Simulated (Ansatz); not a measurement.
Phonon-limited resistivity of WB2 (P6_3/mmc) against temperature in μΩ·cm, PBEsol, DFPT electron-phonon coupling, linearised Boltzmann equation (Ansatz, a first-principles code), harmonic crystal at a fixed cell. x, y and z are the axes of this cell:
```
WB2
1.0
    3.00209     0.00000     0.00000
   -1.50105     2.59989     0.00000
    0.00000     0.00000    13.92926
B W
8 4
Direct
  0.33333   0.66667   0.52340
  0.66667   0.33333   0.47660
  0.66667   0.33333   0.02340
  0.33333   0.66667   0.97660
  0.00000   0.00000   0.25000
  0.00000   0.00000   0.75000
  0.66667   0.33333   0.25000
  0.33333   0.66667   0.75000
  0.33333   0.66667   0.13561
  0.66667   0.33333   0.86439
  0.66667   0.33333   0.63561
  0.33333   0.66667   0.36439
```

| T | ρ (x, y) | ρ (z) |
|---|---|---|
| 50 K | 0.314 | 0.153 |
| 77 K | 1.37 | 0.640 |
| 100 K | [?] | 1.19 |
| 150 K | [?] | 2.52 |
| 200 K | 8.35 | 4.06 |
| 250 K | 11.5 | 5.75 |
| 273 K | 12.9 | 6.56 |
| 300 K | 14.7 | 7.53 |
| 350 K | 17.9 | 9.34 |
| 400 K | 21.1 | 11.2 |
| 500 K | 27.5 | 14.8 |
| 600 K | 33.9 | 18.4 |
| 800 K | 46.6 | 25.4 |

### Question
Some entries are withheld; supply them.

### Answer

- 100 K, ρ (x, y): 2.57
- 150 K, ρ (x, y): 5.37

A metal at this level (no band gap). Only scattering by harmonic phonons is included (no impurities, grain boundaries, electron-electron scattering or thermal expansion). Spin-orbit coupling is left out, which matters with elements this heavy. The run warned that the eigensolver left some states short of its tolerance. Halving the electron mesh (32x32x8) moves the resistivity by up to 2 %. Smearing 0.20 eV; phonons on a 5x5x1 q mesh, which this run doesn't test and which matters most at low temperature.

Formula and space group known from diffraction (Crystallography Open Database), not checked to be the room-temperature form: WB2 (P6_3/mmc).
